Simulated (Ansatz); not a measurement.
## What uniaxial stress, 5 GPa tension along x does to AlN

Start from AlN in the rock salt structure (space group Fm-3m, No. 225; a = 4.045 Å; a model cell, its experimental status unchecked). Axes: x, y, z lie along the cube axes.

Perturbation: uniaxial stress, 5 GPa tension along x, with the cell and atoms free to relax against it.

The values are results of plane-wave PAW DFT at the PBEsol level (Ansatz, a program for electronic structure, 420 eV), no spin-orbit coupling, not measurements. Γ-centred 14×14×14 mesh, Fermi–Dirac width 0.05 eV.

The volume per atom goes up by 0.06 Å³ to 8.33 Å³ and the space group changes from Fm-3m (No. 225) to I4/mmm (No. 139). The shortest interatomic distance drops by 0.8 pm, from 202.3 pm to 201.5 pm and the energy goes up by 2.0 meV/atom. The band gap drops by 0.21 eV (4.55 eV → 4.34 eV) and the gap character comes out as indirect, Γ → X. The smallest direct gap shrinks by 0.19 eV (5.63 eV → 5.44 eV) and the electron mass goes from 0.58 mₑ along k, 0.33 mₑ across (at X) to 0.57 mₑ along k, 0.33 mₑ across (at X). The hole mass comes out as 0.31 mₑ along x, 0.93 mₑ across (at Γ) and the valence-band top at Γ (three highest levels, from the VBM) changes from 0.00, 0.00, 0.00 eV to 0.00, -0.13, -0.13 eV. The valley order (the lowest conduction-band minima on the path, energy above the VBM, named in the base's zone) changes from X along ⟨100⟩ 4.55 eV; Γ 5.63 eV; L along ⟨111⟩ 6.04 eV to X along [010] 4.34 eV; X along [100] 4.52 eV; Γ 5.44 eV and the strain response (xx, yy, zz) amounts to (+1.50, −0.39, −0.39) %. The secant Young's modulus along x comes out as 330 GPa and the mean lateral Poisson ratio comes out as 0.26.

Cost of the whole job for the changed cell (relaxation, final SCF and bands): about 40 core-seconds (a rough figure).

Effective masses come from finite differences of ±0.01 Å⁻¹. Along k means along the line from Γ to the band edge. Beyond what the load breaks, stability against distortions was not tested. The base started in Pnma and relaxed to Fm-3m at this level. This is not the structure that AlN has at room temperature and ambient pressure. Labels are those of the standard path for the cell's own space group.
